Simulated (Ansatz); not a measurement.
For In2SbAs (R3m, No. 160, 4 atoms in the cell; start mp-1223844), LDA (Ansatz, a program for electronic structure, PAW) gives:

| Quantity | Result |
|---|---|
| lattice constant a | 4.412 Å |
| c axis length | 21.647 Å |
| bulk modulus B0 | 52.0 GPa |
| cohesive energy | 3.57 eV/atom |

Question: What does r²SCAN (PAW; Ansatz) give for the same quantities?

Answer: 
- lattice constant a: 4.480 Å (rises by 1.5 %)
- lattice parameter c: 21.975 Å (increases by 1.5 %)
- bulk modulus: 49.2 GPa (decreases by 5.4 %)
- cohesive energy: 2.84 eV/atom (drops by 0.73 eV/atom)

Changes are worked out from the printed values.

Unless a cell is named, each level is at its own relaxed cell (LDA 30.41, r²SCAN 31.83 Å³/atom).

Levels without +SOC leave out spin–orbit coupling, which shifts energies and cells of such heavy elements.

Caveats: the bulk modulus is −V dP/dV from two relaxed cells at ±2 % in volume (LDA, r²SCAN); the relaxation could not lower the start's symmetry, so the cell can be a saddle point above a distorted one (LDA, r²SCAN). Ansatz's density-functional and Hartree–Fock values are scalar-relativistic unless marked +SOC, with PAW data made under PBE.

A start named mp-… is a Materials Project structure, which need not be a measured phase.
